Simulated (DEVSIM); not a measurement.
Device: Schottky contact on n-type Si, at 250 K.

```
layer (left to right)  material  thickness (μm)  Nd (cm⁻³)  τn (s)  τp (s)
---------------------  --------  --------------  ---------  ------  ------
1                            Si            2.40     1.4e16  4.4e-7  4.4e-7
2                            Si            6.70     9.1e17  4.4e-7  4.4e-7
```

Left contact: Schottky, work function 4.47 eV, emission velocity 7.4e6 cm/s. Right contact: ohmic. Voltage is applied to the left contact. Recombination: SRH at mid-gap, radiative. Gap narrowing is on: ΔEg = 6.92 meV × (l + √(l² + 0.5)), l = ln(N/1.3e17 cm⁻³), shared equally by both band edges. Mobility is constant in doping.

The device is made up for the run: typed textbook-type constants, with dimensions and the other settings drawn at random. Values at 300 K; Nc and Nv go as T^1.5, mobilities as T to minus their exponent, the gap by Varshni's rule with the affinity fixed.

| parameter | Si |
|---|---|
| gap (eV) | 1.124 |
| affinity (eV) | 4.05 |
| permittivity | 11.7 |
| Nc (cm⁻³) | 2.86e19 |
| Nv (cm⁻³) | 3.1e19 |
| μn (cm²/Vs) | 1417 |
| μp (cm²/Vs) | 470 |
| T exponent of μn | 2.3 |
| T exponent of μp | 2.2 |
| B (cm³/s) | 4.7e-15 |
| Varshni α (eV/K) | 0.000473 |
| Varshni β (K) | 636 |

Simulated with DEVSIM: 1D drift-diffusion, Boltzmann statistics, complete ionisation; no tunnelling, impact ionisation, image-force lowering or self-heating. Metal contacts follow the ideal Schottky-Mott rule: no Fermi-level pinning, no interface dipoles.

The temperature was swept, all else fixed.

```
temperature (K)  potential step across the device at zero bias (V)
---------------  -------------------------------------------------
250                                                          0.338
300                                                          0.317
350                                                          0.295
400                                                          0.272
450                                                          0.249
500                                                          0.225
```

From the first row to the last the potential step across the device at zero bias goes from 0.338 to 0.225.
